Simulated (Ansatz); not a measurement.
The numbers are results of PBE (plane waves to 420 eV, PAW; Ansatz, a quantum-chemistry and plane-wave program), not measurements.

Planar average of the electrostatic potential across the slab, in eV from the Fermi level, for a constructed model of the (0001) surface of hcp Ti, a pseudomorphic layer of Al in the host's stacking (bottom of the slab: a bare face, its two planes held):

| z (Å) | V (eV) |
|---|---|
| 3.95 | 4.41 |
| 4.24 | 4.41 |
| 4.52 | 4.40 |
| 4.80 | 4.39 |
| 5.08 | 4.37 |
| 5.37 | 4.32 |
| 5.65 | 4.24 |
| 5.93 | 4.09 |
| 6.21 | 3.81 |
| 6.50 | 3.29 |
| 6.78 | 2.38 |
| 7.06 | 0.81 |
| 7.34 | -2.08 |
| 7.62 | -7.00 |
| 7.91 | -11.20 |
| 8.19 | -12.88 |
| 8.47 | -11.84 |
| 8.75 | -8.19 |
| 9.04 | -3.21 |
| 9.32 | -0.42 |
| 9.60 | -1.06 |
| 9.88 | -5.14 |
| 10.17 | -9.87 |
| 10.45 | -12.45 |
| 10.73 | -12.27 |
| 11.01 | -9.34 |
| 11.30 | -4.47 |
| 11.58 | -0.81 |
| 11.86 | -0.53 |
| 12.14 | -3.57 |
| 12.43 | -8.50 |
| 12.71 | -11.89 |
| 12.99 | -12.59 |
| 13.27 | -10.60 |
| 13.56 | -6.22 |
| 13.84 | -1.80 |
| 14.12 | -0.61 |
| 14.40 | -2.81 |
| 14.69 | -7.62 |
| 14.97 | -11.45 |
| 15.25 | -12.69 |
| 15.53 | -11.22 |
| 15.81 | -7.18 |
| 16.10 | -2.37 |
| 16.38 | -0.32 |
| 16.66 | -1.40 |
| 16.94 | -5.74 |
| 17.23 | -10.31 |
| 17.51 | -12.55 |
| 17.79 | -12.04 |
| 18.07 | -8.85 |
| 18.36 | -4.02 |
| 18.64 | -0.91 |
| 18.92 | -1.48 |
| 19.20 | -5.55 |
| 19.49 | -10.07 |
| 19.77 | -12.40 |
| 20.05 | -12.05 |
| 20.33 | -8.99 |
| 20.62 | -4.13 |
| 20.90 | -0.70 |
| 21.18 | -0.60 |
| 21.46 | -3.20 |
| 21.75 | -5.69 |
| 22.03 | -6.47 |
| 22.31 | -6.61 |
| 22.59 | -6.04 |
| 22.87 | -3.50 |
| 23.16 | 0.03 |
| 23.44 | 2.12 |
| 23.72 | 3.25 |
| 24.00 | 3.84 |
| 24.29 | 4.14 |
| 24.57 | 4.30 |
| 24.85 | 4.38 |
| 25.13 | 4.41 |
| 25.42 | 4.43 |
| 25.70 | 4.44 |
| 25.98 | 4.45 |
| 26.26 | 4.45 |
| 26.55 | 4.45 |

Set-up: 7 atoms, 14.0 Å thick at the start; mesh 15x15x1; 0.1 eV smearing; dipole correction on; 2 atoms held, the rest relaxed; held to the start's symmetry, so lower structures may exist; no spin, no spin-orbit, no U. In PBE it lies 0.02 eV a 1x1 cell over the lowest computed structure of the same composition (a pseudomorphic layer of Al in the other hollow).

The vacuum level lies 4.45 eV above the Fermi level over the top face and 4.42 eV above it under the bottom face.
